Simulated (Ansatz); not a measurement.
Cs2S (P6_3/mmc), PBEsol, rigid bands (Ansatz, an electronic-structure program): N_v = 7.14e19 cm⁻³ at 300 K and a hole conductivity mass of 4.04 mₑ along z (a = (5.72, 0.00, 0.00) Å; b = (-2.86, 4.96, 0.00) Å; c = (0.00, 0.00, 7.65) Å).

Task: For 1e17 holes per cm³ at 300 K, place the Fermi level, estimate the Seebeck coefficient of a parabolic band with constant τ, and give mobility and conductivity for τ = 20 fs.

Result: The level lies k_BT ln(N_v/p) = 0.170 eV above the valence-band maximum. S ≈ +(k_B/e)[ln(N_v/p) + 5/2] = 782 μV/K, against 775 μV/K from the full bands (mean over directions). μ = eτ/m = 8.71 cm²/(V·s) and σ = peμ = 0.140 S/cm. τ is assumed, not computed.

Band transport and this doping are assumed; polarons and phonon drag are left out. Spin-orbit coupling is left out; where it splits the top of the valence band, N_v and the p-type Seebeck coefficient come out somewhat high without it.

Computed structure with no diffraction record at hand here (it may be known, metastable or hypothetical): Cs2S (P6_3/mmc).
